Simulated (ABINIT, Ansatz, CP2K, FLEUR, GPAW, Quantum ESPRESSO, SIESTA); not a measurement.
# MnO2 (P4_2/mnm, 6 atoms in the cell) computed with different codes at matched settings

Self-consistent single point.

```
CELL_PARAMETERS angstrom
      4.33620     0.00000     0.00000
      0.00000     4.33620     0.00000
      0.00000     0.00000     2.82838
ATOMIC_POSITIONS crystal
  Mn 0.00000 0.00000 0.00000
  Mn 0.50000 0.50000 0.50000
  O  0.30500 0.30500 0.00000
  O  0.80500 0.19500 0.50000
  O  0.19500 0.80500 0.50000
  O  0.69500 0.69500 0.00000
```
Moments meant for the start (each program seeds them in its own way; μB, in the order of the atoms Mn Mn O O O O): 3.0 -3.0 0.0 0.0 0.0 0.0.

All programs got the same cell, k-point mesh and kind of occupations, and the same starting moments (in Ansatz's words: kpoints.mp_grid.grid = 3 3 5; magnetization.spin_polarized = true; scf.occupations.method = fermi_dirac; scf.occupations.width = 0.02 eV); potentials, basis and cutoffs are each program's usual ones.

```json
[
 {"code": "FLEUR", "model": "PBE, all-electron FLAPW (FLEUR), scalar-relativistic valence", "pressure (GPa)": "–", "largest force (eV/Å)": "0.325", "k-points": "12", "cutoff": "Kmax 4.7 1/bohr"},
 {"code": "SIESTA", "model": "GGA PBE, numerical atomic orbitals DZP, PseudoDojo PBE standard norm-conserving potentials (rewritten from UPF to PSML)", "pressure (GPa)": "16.84", "largest force (eV/Å)": "0.456", "k-points": "23", "cutoff": "grid 400 Ry"},
 {"code": "Quantum ESPRESSO", "model": "PBE, PseudoDojo standard norm-conserving (PBE) pseudopotentials", "pressure (GPa)": "14.31", "largest force (eV/Å)": "0.337", "k-points": "12", "cutoff": "100 Ry"},
 {"code": "Ansatz", "model": "PBE, default PAW files", "pressure (GPa)": "13.70", "largest force (eV/Å)": "0.380", "k-points": "12", "cutoff": "420 eV"},
 {"code": "GPAW", "model": "PBE, GPAW PAW datasets PBE (gpaw-data 1.0.1)", "pressure (GPa)": "–", "largest force (eV/Å)": "0.464", "k-points": "12", "cutoff": "950 eV"},
 {"code": "CP2K", "model": "PBE, GPW, DZVP-MOLOPT-SR-GTH basis, GTH-PBE potentials (GTH_POTENTIALS)", "pressure (GPa)": "16.85", "largest force (eV/Å)": "0.320", "k-points": "23", "cutoff": "grid 600 Ry"},
 {"code": "ABINIT", "model": "PBE, norm-conserving pseudopotentials (PseudoDojo nc-sr-05 PBE standard)", "pressure (GPa)": "14.29", "largest force (eV/Å)": "0.337", "k-points": "12", "cutoff": "1306 eV"}
]
```

A dash marks a value that a program does not give, or that is left out as unsure.

The spread over the programs that give each value: pressure within 3.15 GPa; largest force within 0.144 eV/Å.

The starting cell has typed, rounded lattice constants, without a prior relaxation at this level. Its lattice was rescaled by a random factor within 2.5 % of one. On Ansatz's run: The magnetic order is the one reached from the typed start; others were not searched systematically. In the base run, with a pressure of about 15 GPa the cell is away from its equilibrium volume at this level. Without a gap this mesh is coarse (it stands for a supercell whose shortest vector is 13 Å).

**Question.** Why do the programs differ, and what cannot be compared?

**Answer.** Differences of this kind can come from the potentials, where these differ, and from what each basis and cutoff leave unconverged. The zero of total energies and Fermi levels follows the potentials and each program's conventions, so they are not compared here. SIESTA and CP2K use small atom-centred bases, whose incompleteness enters pressures, forces and empty levels differently from a plane-wave cutoff. FLEUR treats all electrons, but the usual bases taken here (sphere radii, linearisation, local orbitals, empty states) were not tested for convergence, so the values are no reference for the others. Ansatz's pressure is given at a fixed set of plane waves, as the other plane-wave codes print theirs; with its correction for the finite basis it is 14.63 GPa (the shift of 0.93 GPa shows how far the cutoff is from converged). The pressure of GPAW is left out: its cutoff lies under the one at which its stress was checked. Site moments depend on each program's spheres or projections; the total moment of the cell does not. The programs reduce the same mesh by symmetry to different extents, which changes the work and not the result. In the pressure, SIESTA (by 2.55) and CP2K (by 2.55) lie more than 1 GPa from the median of the plane-wave programs. In the force vectors, SIESTA (by 0.097) and GPAW (by 0.106) lie more than 0.08 eV/Å from the median of the plane-wave programs.

The shared mesh is coarse (it stands for a supercell whose shortest vector is 13 Å), so the values are not converged in it.

Left out of this page: Elk (not drawn, or without a comparable value).

Ansatz is an electronic-structure program.

Keys are those of Ansatz 0.2.
